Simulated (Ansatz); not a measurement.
Take NiO in the rock salt structure (space group Fm-3m, No. 225; a = 4.189 Å; ferromagnetic) as the base. Axes: x, y, z lie along the cube axes.

Computed with r2SCAN, PAW, 500 eV (Ansatz, a quantum-chemistry and plane-wave program; no spin-orbit coupling).

Base values:

The band gap is 0.82 eV, the largest site moment comes out as 1.67 μB and the smallest direct gap is 1.71 eV. The pressure is 0.0 GPa.

Modification: uniaxial strain ε_xx = +1.63 %, all other strain components held at zero; the atoms relax in the strained cell.

Question: Estimate the effect on the electron mass, band gap, largest site moment, smallest direct gap and pressure.

Answer: The electron mass is 0.29 mₑ along x, 1.6 mₑ across (at Γ); the band gap falls by 0.04 eV to 0.78 eV; the largest site moment remains 1.67 μB; the smallest direct gap decreases by 0.12 eV, from 1.71 eV to 1.59 eV; the pressure (mean of the normal stresses, compression positive) goes from zero to -3.2 GPa.

Effective masses come from finite differences of ±0.01 Å⁻¹. Stability against distortions was not tested. No Hubbard U is applied and the magnetic state is the run's own (NiO ferromagnetic); other magnetic orders, which need larger cells, were not tried and can change the gap. Where the two band edges lie in opposite spin channels, the gap is a spin-flip gap. In its common phase, real NiO is an antiferromagnetic insulator at low temperature.
